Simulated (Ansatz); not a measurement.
The reference is GaP in the zinc blende structure (space group F-43m, No. 216; a = 5.438 Å).

Structures relaxed with plane-wave PAW DFT at the PBEsol level (Ansatz, a first-principles code, 420 eV), no SOC.

Base:

Simulated powder pattern, Cu Kα1, λ = 1.54056 Å (kinematic, ideal powder, no thermal factors, no anomalous dispersion; the 10 strongest lines at most, above 2 %, up to 2θ = 90°):

| 2θ (°) | I/Imax (%) | hkl |
|---|---|---|
| 28.40 | 100 | (111) |
| 32.91 | 14 | (200) |
| 47.23 | 61 | (220) |
| 56.04 | 42 | (311) |
| 58.77 | 3.8 | (222) |
| 69.02 | 9.4 | (400) |
| 76.25 | 16 | (331) |
| 78.61 | 4.4 | (420) |
| 87.88 | 20 | (422) |

After one change:

Simulated powder pattern, Cu Kα1, λ = 1.54056 Å (kinematic, ideal powder, no thermal factors, no anomalous dispersion; the 10 strongest lines at most, above 2 %, up to 2θ = 90°):

```json
[
 {"2θ (°)": "26.43", "I/Imax (%)": "100"},
 {"2θ (°)": "30.61", "I/Imax (%)": "18"},
 {"2θ (°)": "43.84", "I/Imax (%)": "62"},
 {"2θ (°)": "51.92", "I/Imax (%)": "45"},
 {"2θ (°)": "54.42", "I/Imax (%)": "4.6"},
 {"2θ (°)": "63.74", "I/Imax (%)": "9.8"},
 {"2θ (°)": "70.25", "I/Imax (%)": "18"},
 {"2θ (°)": "72.35", "I/Imax (%)": "5.6"},
 {"2θ (°)": "80.57", "I/Imax (%)": "19"},
 {"2θ (°)": "86.60", "I/Imax (%)": "13"}
]
```

### Question
Which change produced these results?
A. P → Al
B. Ga → As
C. P → S

### Answer
A, P → Al. Its volume per atom is 24.84 Å³ against 20.11 Å³, and its space group is F-43m (No. 216).

No phonon test of stability was made. As relaxed here, AlGa, AsP and GaS are hypothetical phases, not in the database extracts checked. The final runs are not spin-polarised. An odd electron count without spin: GaS.
